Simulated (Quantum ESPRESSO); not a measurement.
How a calculation on Sr5Ir6O18 (Im-3, 29 atoms in the cell) responds to its settings

```
Sr5(IrO3)6
1.0
   -4.71000     4.71000     4.71000
    4.71000    -4.71000     4.71000
    4.71000     4.71000    -4.71000
Sr Ir O
5 6 18
Direct
  0.50000   0.50000   0.50000
  0.00000   0.00000   0.50000
  0.50000   0.00000   0.00000
  0.00000   0.50000   0.00000
  0.00000   0.00000   0.00000
  0.50000   0.84467   0.34467
  0.50000   0.15533   0.65533
  0.34467   0.50000   0.84467
  0.65533   0.50000   0.15533
  0.84467   0.34467   0.50000
  0.15533   0.65533   0.50000
  0.66510   0.71136   0.37646
  0.33490   0.28864   0.62354
  0.33490   0.71136   0.04626
  0.66510   0.28864   0.95374
  0.37646   0.66510   0.71136
  0.62354   0.33490   0.28864
  0.04626   0.33490   0.71136
  0.95374   0.66510   0.28864
  0.71136   0.37646   0.66510
  0.28864   0.62354   0.33490
  0.71136   0.04626   0.33490
  0.28864   0.95374   0.66510
  0.00000   0.34794   0.34794
  0.00000   0.65206   0.65206
  0.34794   0.00000   0.34794
  0.65206   0.00000   0.65206
  0.34794   0.34794   0.00000
  0.65206   0.65206   0.00000
```

Base run A: PBEsol, GBRV 1.5 ultrasoft (PBESOL) pseudopotentials (Quantum ESPRESSO 7.5), self-consistent single point.

Its settings: ecutwfc = 40 Ry; ecutrho = 320 Ry; occupations = smearing; smearing = cold; degauss = 0.0073499 Ry; potentials = {Sr: sr_pbesol_v1.uspp.F.UPF, Ir: ir_pbesol_v1.2.uspp.F.UPF, O: o_pbesol_v1.2.uspp.F.UPF}; K_POINTS = automatic 3 3 3 1 1 1; conv_thr = 1e-09 Ry; mixing_beta = 0.4.

The starting cell comes from a database of computed structures (which also holds hypothetical and non-ambient phases and stackings), without a prior relaxation at this level. Its lattice was rescaled by a random factor within 2.5 % of one. Spin polarisation is off. In the base run, with a pressure of about -8 GPa the cell is away from its equilibrium volume at this level.

A dash stands where there is no value to compare (another energy zero or no entropy term, no result, no spin, no clean gap, or a mesh too coarse for one). 

Run A gave: pressure (GPa) -7.56; largest force (eV/Å) 0.542.

Runs:
- B: vdw_corr: default → grimme-d3; dftd3_version: default → 3; dftd3_threebody: default → false [PBEsol-D3(0)]
- C: vdw_corr: default → grimme-d3; dftd3_version: default → 4; dftd3_threebody: default → false [PBEsol-D3(BJ)]
- D: vdw_corr: default → grimme-d3; dftd3_version: default → 4; dftd3_threebody: default → true [PBEsol-D3(BJ) with three-body term]

Question: What does run B change against A?

Answer: The pressure goes from -7.56 to -8.93 GPa and the largest force goes from 0.542 to 0.563 eV/Å.

Question: What does run D change against A?

Answer: The pressure goes from -7.56 to -9.42 GPa and the largest force hardly changes (0.542 to 0.545 eV/Å).

```
run  pressure (GPa)  largest force (eV/Å)  dispersion energy (eV/atom)
---  --------------  --------------------  ---------------------------
A             -7.56                 0.542                            –
B             -8.93                 0.563                       -0.145
C             -9.72                 0.544                       -0.192
D             -9.42                 0.545                       -0.178
```

Left out of this page: 1 run of the series held back from this collection.
